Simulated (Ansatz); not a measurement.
Base system: BaTiO3 (space group P4mm, No. 99).

```
BaTiO3
1.0
    3.98510     0.00000     0.00000
    0.00000     3.98510     0.00000
    0.00000     0.00000     4.20426
Ti Ba O
1 1 3
Direct
  0.50000   0.50000   0.45787
  0.00000   0.00000   0.94066
  0.50000   0.50000   0.88874
  0.50000   0.00000   0.40937
  0.00000   0.50000   0.40937
```

Level of theory: PBE in Ansatz (plane waves to 420 eV, PAW, spin-orbit coupling left out), earlier PAW set.

One change was made to it. Results:

| quantity | base | after |
|---|---|---|
| smallest direct gap | 2.39 eV | 2.39 eV |
| band gap | 1.85 eV | 1.85 eV |
| c/a ratio | 1.055 | 1.053 |
| density | 5.80 g/cm³ | 5.82 g/cm³ |

Question: Which of these changes matches the shifts?
(A) pressure 0.3 GPa
(B) pressure 7.5 GPa
(C) pressure 3 GPa

Answer: A, pressure 0.3 GPa. For comparison, the smallest direct gap in the other runs: pressure 7.5 GPa gives 2.19 eV; pressure 3 GPa gives 2.31 eV.

Load acts through the strain it causes; cell and atoms are relaxed under it. No phonon test of stability was made. Competing high-pressure phases were not computed. The final runs are not spin-polarised.

Ansatz is an electronic-structure program.
